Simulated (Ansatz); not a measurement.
WC: response to strain

Take WC (space group P-6m2, No. 187; relaxed with 0.1 eV smearing) as the base.

```
WC
1.0
    2.88431     0.00000     0.00000
   -1.44215     2.49788     0.00000
    0.00000     0.00000     2.81153
W C
1 1
Direct
  0.00000   0.00000   0.00000
  0.33333   0.66667   0.50000
```

Cartesian axes are those of the cell as printed.

Strains are applied to the cell and any free atomic positions relax; under biaxial strain the out-of-plane vector relaxes too.

The values are results of DFT with LDA, PAW potentials and a 420 eV plane-wave cutoff in Ansatz (an electronic-structure program), no spin-orbit coupling, not measurements.

Notes on the quantities. in-plane stress: mean in-plane stress (compression positive).

```csv
variant,out-of-plane strain,in-plane stress
"biaxial strain −3.00 %, plane normal [001], relaxed out of plane",+1.25 %,+31.9 GPa
"biaxial strain −2.00 %, plane normal [001], relaxed out of plane",+0.81 %,+20.4 GPa
"biaxial strain −1.50 %, plane normal [001], relaxed out of plane",[?],+15.0 GPa
"biaxial strain −1.00 %, plane normal [001], relaxed out of plane",+0.39 %,[?]
"biaxial strain +0.50 %, plane normal [001], relaxed out of plane",-0.19 %,-4.6 GPa
"biaxial strain +1.00 %, plane normal [001], relaxed out of plane",-0.38 %,[?]
"biaxial strain +1.50 %, plane normal [001], relaxed out of plane",-0.56 %,-13.2 GPa
"biaxial strain +2.00 %, plane normal [001], relaxed out of plane",-0.73 %,-17.2 GPa
"biaxial strain +3.00 %, plane normal [001], relaxed out of plane",-1.07 %,[?]
```

### Question
What belongs in the blanks?

### Answer

- biaxial strain −1.50 %, plane normal [001], relaxed out of plane, out-of-plane strain: +0.60 %
- biaxial strain −1.00 %, plane normal [001], relaxed out of plane, in-plane stress: +9.8 GPa
- biaxial strain +1.00 %, plane normal [001], relaxed out of plane, in-plane stress: -9.0 GPa
- biaxial strain +3.00 %, plane normal [001], relaxed out of plane, in-plane stress: -24.6 GPa

Stability against distortions was not tested. The final runs are not spin-polarised.
